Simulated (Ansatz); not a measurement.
Cu on the 1x1 (100) surface of monoclinic HfO2 (cut with top plane 2 O), one in a 1x1 cell, energies for each (27.9 Å²). Energies are against an atom of fcc Cu, without zero-point or thermal terms; each row is named by its start. No converged result for: 3 more starts.

Host crystal: monoclinic HfO2, with a band gap (PBE, scalar-relativistic without spin-orbit coupling).

These are PBE (plane waves to 420 eV, PAW; Ansatz, a program for electronic structure) values and carry that method's errors.

Set-up: 25 atoms, 9.3 Å thick at the start under the adsorbate (thin: gaps and levels are the slab's own); mesh 4x4x1; 0.01 eV smearing; dipole correction on; 12 atoms held, the rest relaxed; each run with such symmetry as its start has; spin-polarised, no spin-orbit, no U, no dispersion correction.

A negative adsorption energy means that the adsorbate is more stable on the surface than in its reference. Starts that drift may end in the same place. Heights count from the host atoms within 0.3 Å of the top one.

```
starting site                       E_ads (eV)  height (Å)  nearest host atom (Å)  bonded to  change of the vacuum step (eV)  lateral drift (Å)  moment (μB)
----------------------------------  ----------  ----------  ---------------------  ---------  ------------------------------  -----------------  -----------
hollow O-O-O over O at depth 6.8 Å        2.05        0.70                 O 1.91   4 Hf + O                           -0.50                1.0          1.0
bridge O-O (span 5.2 Å)                   2.05        0.71                 O 1.91   4 Hf + O                           -0.48                1.3          1.0
bridge O-O (span 5.3 Å)                   2.05        0.71                 O 1.91   4 Hf + O                           -0.49                0.8          1.0
```
